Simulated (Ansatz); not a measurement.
The reference is Ga2O3 in the corundum structure (space group R-3c, No. 167).

```
CELL_PARAMETERS angstrom
      2.49227     1.43891     4.48034
     -2.49227     1.43891     4.48034
      0.00000    -2.87783     4.48034
ATOMIC_POSITIONS crystal
  Ga 0.35541 0.35541 0.35541
  Ga 0.14459 0.14459 0.14459
  Ga 0.64459 0.64459 0.64459
  Ga 0.85541 0.85541 0.85541
  O  0.55361 0.94639 0.25000
  O  0.25000 0.55361 0.94639
  O  0.94639 0.25000 0.55361
  O  0.44639 0.05361 0.75000
  O  0.75000 0.44639 0.05361
  O  0.05361 0.75000 0.44639
```

Computed with r2SCAN (Ansatz, a first-principles code), spin-orbit coupling left out, earlier PAW set.

Base values:

```
Item         Value
--------  --------
Pressure  0.0 kbar
Band gap   3.57 eV
```

Perturbation: every lattice vector is shortened by 0.42 %; the atoms relax in the strained cell.

**Question.** Estimate the effect on the pressure, energy relative to the base and band gap.

**Answer.** The pressure (mean of the normal stresses, compression positive) goes from zero to 30.6 kbar; the energy rises by 1.1 meV/atom; the band gap goes up by 0.14 eV (3.57 eV → 3.71 eV).

No phonon test of stability was made.
